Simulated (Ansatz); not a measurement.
Consider the following.

Host crystal: wurtzite ZnO, with a band gap (PBE, scalar-relativistic without spin-orbit coupling).

End structure of Nb on a Zn site (middle of the slab) in a 2x2 cell of the 1x1 (10-10) surface of wurtzite ZnO (cut with top plane O + Zn):

```
CELL_PARAMETERS angstrom
      6.55898     0.00000     0.00000
      0.00000    10.58758     0.00000
      0.00000     0.00000    28.50000
ATOMIC_POSITIONS crystal
  O  0.25000 0.18872 0.33452
  O  0.25000 0.68872 0.33452
  O  0.75000 0.18872 0.33452
  O  0.75000 0.68872 0.33452
  Zn 0.25000 0.51563 0.34633
  Zn 0.25000 0.01563 0.34633
  Zn 0.75000 0.51563 0.34633
  Zn 0.75000 0.01563 0.34633
  O  0.00018 0.43415 0.36972
  O  0.99973 0.93707 0.36923
  O  0.49982 0.43415 0.36972
  O  0.50027 0.93707 0.36923
  Zn 0.00000 0.24739 0.36289
  Zn 0.00000 0.74739 0.36289
  Zn 0.50000 0.24739 0.36289
  Zn 0.50000 0.74739 0.36289
  O  0.99315 0.18514 0.43916
  O  0.00222 0.68708 0.43478
  O  0.50685 0.18514 0.43916
  O  0.49778 0.68708 0.43478
  Zn 0.99679 0.50038 0.43704
  Zn 0.99415 0.97865 0.43759
  Zn 0.50321 0.50038 0.43704
  Zn 0.50585 0.97865 0.43759
  O  0.25000 0.41453 0.46883
  O  0.25000 0.94395 0.47167
  O  0.75000 0.43829 0.47085
  O  0.75000 0.93134 0.47216
  Nb 0.25000 0.22640 0.46758
  Zn 0.25000 0.74484 0.46863
  Zn 0.75000 0.25287 0.47470
  Zn 0.75000 0.73842 0.46924
  O  0.25000 0.17824 0.53484
  O  0.25000 0.68110 0.53512
  O  0.75000 0.18004 0.53844
  O  0.75000 0.68181 0.53632
  Zn 0.25000 0.49293 0.54015
  Zn 0.25000 0.98063 0.54189
  Zn 0.75000 0.49356 0.53984
  Zn 0.75000 0.98873 0.54026
  O  0.00135 0.43004 0.57093
  O  0.99846 0.93037 0.57305
  O  0.49865 0.43004 0.57093
  O  0.50154 0.93037 0.57305
  Zn 0.99549 0.24369 0.57224
  Zn 0.99976 0.74151 0.56891
  Zn 0.50451 0.24369 0.57224
  Zn 0.50025 0.74151 0.56891
  O  0.00131 0.17859 0.63856
  O  0.99987 0.67912 0.63688
  O  0.49869 0.17859 0.63856
  O  0.50013 0.67912 0.63688
  Zn 0.99995 0.49133 0.64261
  Zn 0.99987 0.98940 0.64413
  Zn 0.50005 0.49133 0.64261
  Zn 0.50013 0.98940 0.64413
  O  0.25000 0.43295 0.67100
  O  0.25000 0.93016 0.67198
  O  0.75000 0.43112 0.67041
  O  0.75000 0.93068 0.67228
  Zn 0.25000 0.25887 0.66153
  Zn 0.25000 0.75709 0.65961
  Zn 0.75000 0.25666 0.66161
  Zn 0.75000 0.75773 0.65955
```

Model: 64-atom slab, 9.4 Å thick at the start (thin: gaps and levels are the slab's own), 3x2x1 mesh, Fermi-Dirac 0.01 eV, dipole correction, 12 atoms held, the rest relaxed; symmetry of the start imposed; spin-polarised, ending with about 1.0 μB a cell; orders that need a larger cell were not tried, no spin-orbit, no U.

### Question
Estimate the change of the step from the bottom to the top vacuum level, against the clean slab that PBE run with Ansatz (a first-principles code) returns for this input.

### Answer
0.15 eV

### Question
Estimate the formation energy against bcc Nb, hcp Zn that PBE returns for this input.

### Answer
0.32 eV
